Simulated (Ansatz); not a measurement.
Surface energy of faces of hcp Sc in PBE and in LDA, in Ansatz (plane waves, PAW). Symmetric slabs relaxed with PBE from ideal cuts in 1x1 cells (the lowest computed cut and spin start of each face; real faces may reconstruct in larger cells); LDA values are single points on them, with the bulk at the same level. No spin-orbit coupling, no U.

```
face     PBE (J/m²)  LDA (J/m²)
-------  ----------  ----------
(0001)         1.26        1.41
(10-10)        1.20        1.34
(10-11)        1.22        1.35
(10-12)        1.24        1.42
(11-20)        1.26        1.45
(11-21)        1.38        1.56
(11-22)        1.34        1.48
(20-21)        1.23           ?
(21-30)        1.26        1.45
```

Task: Fit a straight line y = a·x + b by least squares to the 8 complete rows (x: PBE (J/m²); y: LDA (J/m²)).

Result: the means are x̄ = 1.2700 and ȳ = 1.4325; Σ(x − x̄)² = 0.025600 and Σ(x − x̄)(y − ȳ) = 0.028200, so a = 1.102 and b = ȳ − a·x̄ = 0.034. The largest residual is 0.030.

Task: What does the line predict for the withheld row, (20-21), and what did the calculation give?

Result: the line gives 1.39; the calculation gave 1.37, a miss of -0.02, of the size of the fitted rows' scatter and rounding.

Ansatz is an electronic-structure program.
